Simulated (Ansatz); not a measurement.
A relaxation of the atoms of YbSi₂ (P1, 3 atoms in the cell) with Ansatz (a quantum-chemistry and plane-wave program).

Method: PBEsol, default PAW files made with PBE (plane waves; Ansatz).

The change in words: atoms moved at random; relax: default → atoms; relax.f_tol: default → 0.03 eV/Å. Reference geometry:
```
YbSi2
1.0
    4.07191     0.00000     0.00000
   -2.03595     3.52638     0.00000
    0.00000     0.00000     4.09817
Yb Si
1 2
Direct
  0.00000   0.00000   0.00000
  0.66667   0.33333   0.50000
  0.33333   0.66667   0.50000
```

Reference input (self-consistent single point, DFT, PBEsol, plane waves, default PAW files made with PBE): basis.ecutwfc = 30.9 Ry; kpoints.mp_grid.grid = 6 6 6; hamiltonian.xc = pbesol; hamiltonian.pseudopotentials = {kind: paw} (the program's default PAW files); scf.occupations.method = cold; scf.occupations.width = 0.0073 Ry. This run's input differs from it in these lines:

Ansatz 0.2 input:
```diff
@@ -7,5 +7,5 @@
   atoms:
-    - { symbol: Yb, position: [0.000000, 0.000000, 0.000000] }
-    - { symbol: Si, position: [0.666667, 0.333333, 0.500000] }
-    - { symbol: Si, position: [0.333333, 0.666667, 0.500000] }
+    - { symbol: Yb, position: [0.004639, 0.004367, 0.000462] }
+    - { symbol: Si, position: [0.661634, 0.326379, 0.502220] }
+    - { symbol: Si, position: [0.333727, 0.669254, 0.497318] }
 basis:
@@ -19,2 +19,4 @@
   occupations: { method: cold, width: 0.0073 Ry }
+relax:
+  f_tol: 0.03
 output:
```

Log, with long lists cut:

```
   [... SCF lines of the steps left out ...]
relax step   1: F+E_penalty+E_count = -14921.06411757 eV  Δ(F+E_penalty+E_count) = +0.000e0 eV  max|allowed force component| = 3.344e-1 eV/Å  Δτ_max = 0.0000 Å  (9 SCF iters, dr2 threshold 2.25e-5 eV, accepted)
relax step   2: F+E_penalty+E_count = -14921.06874680 eV  Δ(F+E_penalty+E_count) = -4.629e-3 eV  max|allowed force component| = 1.730e-1 eV/Å  Δτ_max = 0.0237 Å  (4 SCF iters, dr2 threshold 6.99e-6 eV, accepted)
relax step   3: F+E_penalty+E_count = -14921.07039303 eV  Δ(F+E_penalty+E_count) = -1.646e-3 eV  max|allowed force component| = 2.190e-3 eV/Å  Δτ_max = 0.0116 Å  (4 SCF iters, dr2 threshold 1.87e-6 eV, accepted)
relax step   4: F+E_penalty+E_count = -14921.07039315 eV  Δ(F+E_penalty+E_count) = -1.121e-7 eV  max|allowed force component| = 2.157e-3 eV/Å  Δτ_max = 0.0000 Å  (3 SCF iters, accepted)
Stability not checked (fill_not_monotonic)
Free energy (F): -14921.070393 eV
Internal energy: -14921.069992 eV  (E = F + TS)
E sigma→0 (E₀):  -14921.070259 eV
Entropy (-TS):   -0.000402 eV (-0.134 meV/atom)
Fermi energy:    11.519716 eV
--- Forces (eV/Å), atoms counted from 1 ---
  atom   1  Yb     0.00055271     0.00075434     0.00101163
  atom   2  Si    -0.00055551    -0.00004715    -0.00215783
  atom   3  Si    -0.00000372    -0.00071658     0.00114424
--- Stress (GPa, compression-positive) ---
       -4.527306       0.000829      -0.000003
        0.000829      -4.526010       0.000003
   [... lines left out ...]
  F+E_penalty+E_count = -14921.07039315 eV   max|allowed force component| = 2.157e-3 eV/Å
  atoms:
    - { symbol: Yb, position: [-4.63659721133928e-5, -4.0880166397348274e-5, -2.829872664988555e-5] }
    - { symbol: Si, position: [0.6666915004945235, 0.3333489724440753, 0.5022844050356978] }
    - { symbol: Si, position: [0.33335486547758986, 0.666691907722322, 0.4977438936909521] }
```

The run converged. 

Summary of the result:
```
Item                                                     Result
-----------------------------------------------  --------------
Free energy E − TS (on the zero of these files)  -14921.0704 eV
Fermi level (on the code's own zero)                   11.52 eV
Pressure                                              -5.43 GPa
Largest force (vector length)                        0.002 eV/Å
Relaxation steps                                              4
```

The starting cell comes from a database of computed structures (which also holds hypothetical and non-ambient phases and stackings), without a prior relaxation at this level. Its lattice was rescaled by a random factor within 2.5 % of one. For this run, on top of that: atoms moved at random. Spin polarisation is off. Ansatz's pressure includes its estimate of the finite-basis (Pulay) stress.

Cost on one core of a shared machine: roughly 60 s.
